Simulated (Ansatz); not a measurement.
Amorphous Zr20O41Zn, 62 atoms at 5.37 g/cm³, one PBE-relaxed geometry, zone centre. Methods: PBE, scalar-relativistic without spin-orbit coupling (Ansatz, a program for electronic structure); r2SCAN, scalar-relativistic without spin-orbit coupling (Ansatz); HSE06, scalar-relativistic without spin-orbit coupling (Ansatz). Plane waves to 420 eV (r2SCAN 500 eV); exact exchange is cut at the cell's faces. At PBE the levels at the filled edge of the gap are localised (band-tail or defect states), and the nearest spread-out levels lie 3.6 eV apart at the zone centre. All rungs ran without spin polarisation.

It comes from a melt-quench run on a machine-learned potential (CHGNet), relaxed afterwards by DFT. O atoms were pushed apart under 1.9 Å during the dynamics, to hinder bonds among them. The hot cell started wider than the set density and was brought back towards it in steps. It is the lowest in DFT energy of 2 quenches. It is a model cell: composition and starting density were chosen by hand, and all elements were melted together. No dispersion term was used. Its density started from a set value of 5.30 and ended at 5.37 g/cm³. The quench (nominally 380 K/ps over its main leg) was far faster than any real one, so the model tends to hold more defects than a real film. One small periodic cell is one sample of the glass; other quenches scatter about these values. Volume and shape were free in the relaxation.

The relaxation ran on the zone centre alone. At PBE the level gap is 3.23 eV on a 2×2×2 Γ-centred mesh, and the spacing at the zone centre alone 3.34 eV.

Q: What zone-centre spacing does r2SCAN give, roughly?

A: 3.79 eV (+0.45 eV against PBE).

Q: What zone-centre spacing does HSE06 give, roughly?

A: 4.87 eV (+1.53 eV against PBE).

The highest filled and the lowest empty state spread over these numbers of atoms (participation numbers): PBE: 5.3 and 19.5; r2SCAN: 5.1 and 19.0; HSE06: 5.1 and 19.9.
